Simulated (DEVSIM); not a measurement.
Structure: isotype n-n heterojunction Al0.15Ga0.85N/GaN, at 300 K.

Layer 1 from the left is Al0.15Ga0.85N, thickness (μm) 0.140, Nd (cm⁻³) 3.1e16, τn (s) 2e-9, τp (s) 2e-9. Layer 2 from the left is GaN, thickness (μm) 0.220, Nd (cm⁻³) 1.8e16, τn (s) 2e-9, τp (s) 6e-9.

Left contact: ohmic. Right contact: ohmic. Voltage is applied to the left contact. Recombination: SRH at mid-gap, radiative, Auger. Mobility is μmin + (μ − μmin)/(1 + (N/Nref)^α).

The device is made up for the run: typed textbook-type constants, with dimensions and the other settings drawn at random. Values at 300 K.

Al0.15Ga0.85N: gap (eV) 3.703, affinity (eV) 3.909, permittivity 9.41, Nc (cm⁻³) 2.3e18, Nv (cm⁻³) 4.6e19, μn (cm²/Vs) 741, μp (cm²/Vs) 30, μn,min 55, μp,min 3, Nref,n 2e17, Nref,p 3e17, αn 1, αp 2, B (cm³/s) 1e-11, Cn (cm⁶/s) 1e-30, Cp (cm⁶/s) 1e-30. GaN: gap (eV) 3.43, affinity (eV) 4.1, permittivity 9.5, Nc (cm⁻³) 2.3e18, Nv (cm⁻³) 4.6e19, μn (cm²/Vs) 1200, μp (cm²/Vs) 100, μn,min 55, μp,min 3, Nref,n 2e17, Nref,p 3e17, αn 1, αp 2, B (cm³/s) 1e-11, Cn (cm⁶/s) 1e-30, Cp (cm⁶/s) 1e-30.

DEVSIM, 1D drift-diffusion, Boltzmann statistics, complete ionisation; no tunnelling, impact ionisation, image-force lowering or self-heating. Band offsets follow the typed affinities; no thermionic-emission limit at abrupt steps, no polarisation charge.

**Question.** What does the simulation give for the potential step across the device at zero bias?

**Answer.** potential step across the device at zero bias 0.205 V.
